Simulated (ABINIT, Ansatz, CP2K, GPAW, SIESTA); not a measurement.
**One structure in several programs: Br (Cmce, 4 atoms in the cell)**

Band-structure calculation.

```xyz
4
Lattice="2.2402 -3.3353 0.0000 2.2402 3.3353 0.0000 0.0000 0.0000 8.7209" Properties=species:S:1:pos:R:3 pbc="T T T"
Br     3.8577     0.0000     7.7529
Br     2.8630     0.0000     3.3924
Br     1.6174     0.0000     5.3285
Br     0.6228     0.0000     0.9680
```

Shared settings, as Ansatz (a program for electronic structure) writes them: kpoints.mp_grid.grid = 5 5 2; scf.occupations.method = fermi_dirac; scf.occupations.width = 0.0007 Ry. Potentials and cutoffs stand in the table.

```csv
code,model,gap along the path (eV),smallest direct gap (eV),cutoff
Ansatz,"PBE, PAW files",1.72,1.79,default
GPAW,"PBE, GPAW PAW datasets PBE (gpaw-data 1.0.1)",1.72,1.79,600 eV
CP2K,"PBE, GPW, DZVP-MOLOPT-SR-GTH basis, GTH-PBE potentials (GTH_POTENTIALS)",1.65,1.69,grid 400 Ry
ABINIT,"PBE, norm-conserving pseudopotentials (PseudoDojo nc-sr-05 PBE standard)",1.70,1.76,23 Ha
SIESTA,"GGA PBE, numerical atomic orbitals DZP, PseudoDojo PBE standard norm-conserving potentials (rewritten from UPF to PSML)",1.72,1.75,grid 350 Ry
```

The spread over the programs that give each value: gap along the path within 0.07 eV; smallest direct gap within 0.10 eV.

CP2K and SIESTA use small atom-centred bases, whose incompleteness enters pressures, forces and empty levels differently from a plane-wave cutoff.

The starting cell has typed, rounded lattice constants, without a prior relaxation at this level. Its lattice was rescaled by a random factor within 2.5 % of one.

Left out of this page: Quantum ESPRESSO and FLEUR (not drawn, or without a comparable value).

Keys are those of Ansatz 0.2.
